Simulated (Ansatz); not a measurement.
We consider Ca(OH)2 (P-3m1, No. 164), described by PBEsol-D3(BJ) in Ansatz (plane waves, PAW).

Numerical settings: plane-wave cutoff 520 eV, 12×12×8 k mesh (along the axes of the cell as run), Fermi–Dirac smearing 0.01 eV, scalar-relativistic PAW data made under PBE.

Properties against volume:

Shape and atoms are relaxed at each volume.

```
V (Å³/atom)  P (GPa)  direct gap at Γ (eV)  c (Å)  a (Å)
-----------  -------  --------------------  -----  -----
9.637           2.09                 4.530  4.554  3.495
9.838           0.97                 4.443  4.603  3.513
10.039          0.00                 4.360  4.653  3.529
10.240         -0.82                 4.281  4.706  3.544
10.440         -1.51                 4.206  4.760  3.559
```

A straight line through the gaps at Γ against ln V gives a volume deformation potential dE_g(Γ)/d ln V of -4.0 eV: the gap at Γ widens under compression.

Note: the relaxation could not lower the start's symmetry, so the cell can be a saddle point above a distorted one; the volume lies 8 % below that of the published cell; the bulk modulus comes from volumes at which shape and atoms were relaxed.

Ansatz is a program for electronic structure.
